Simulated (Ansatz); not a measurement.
The parent structure is CdGeAs₂ in the chalcopyrite structure (space group I-42d, No. 122).

```cif
data_As8Cd4Ge4
_chemical_formula_sum 'Cd4 Ge4 As8'
_space_group_name_H-M_alt 'I-42d'
_space_group_IT_number 122
_space_group_name_Hall 'I -4 2bw'
_cell_length_a 5.87352
_cell_length_b 5.87352
_cell_length_c 11.22643
_cell_angle_alpha 90.000
_cell_angle_beta 90.000
_cell_angle_gamma 90.000
loop_
_atom_site_label
_atom_site_type_symbol
_atom_site_symmetry_multiplicity
_atom_site_Wyckoff_symbol
_atom_site_fract_x
_atom_site_fract_y
_atom_site_fract_z
_atom_site_occupancy
Cd1 Cd 4 a 0.00000 0.00000 0.00000 1
Ge1 Ge 4 b 0.00000 0.00000 0.50000 1
As1 As 8 d 0.27398 0.25000 0.12500 1
```
(The calculation used a cell of 8 atoms; values per cell refer to that cell.)

Computed with LDA, PAW, 420 eV (Ansatz, an electronic-structure program; without spin-orbit coupling).

Before the change:

The pressure is 0.00 GPa.

The change: the cell is scaled by 1.0150 in all directions, atoms relaxed at fixed cell.

**Question.** What happens to the energy relative to the base?

**Answer.** The energy increases by 9.5 meV/atom.

**Question.** What happens to the pressure?

**Answer.** The pressure (mean of the normal stresses, compression positive) goes from zero to -2.65 GPa.

The cells carry an imposed strain or load. Stability against distortions was not tested.
